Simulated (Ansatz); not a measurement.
Start from SnS$_{2}$ in the CdI2 type structure (space group P-3m1, No. 164; a = 3.6261 Å, c = 5.5729 Å; layered, stacked along the Cartesian z axis).

All numbers come from PBEsol-D3(BJ) (Ansatz, a first-principles code; PAW; 420 eV plane waves; no spin-orbit coupling).

One change was made to it. Results:

```csv
quantity,base,after
volume per atom,21.15 Å³,19.57 Å³
c/a ratio,1.537,1.473
```

Q: Which of these changes matches the shifts?
A. pressure 30 GPa
B. pressure 60 GPa
C. pressure 4.2 GPa
D. pressure 18 GPa

A: C, pressure 4.2 GPa. For comparison, the volume per atom in the other runs: pressure 30 GPa gives 15.93 Å³; pressure 60 GPa gives 14.03 Å³; pressure 18 GPa gives 17.12 Å³.

A case with no gap was solved on a k-mesh chosen for an insulator, which is coarse for it. Load acts through the strain it causes; cell and atoms are relaxed under it. Whether these cells are dynamically stable was not tested. Competing high-pressure phases were not computed. The final runs are not spin-polarised.
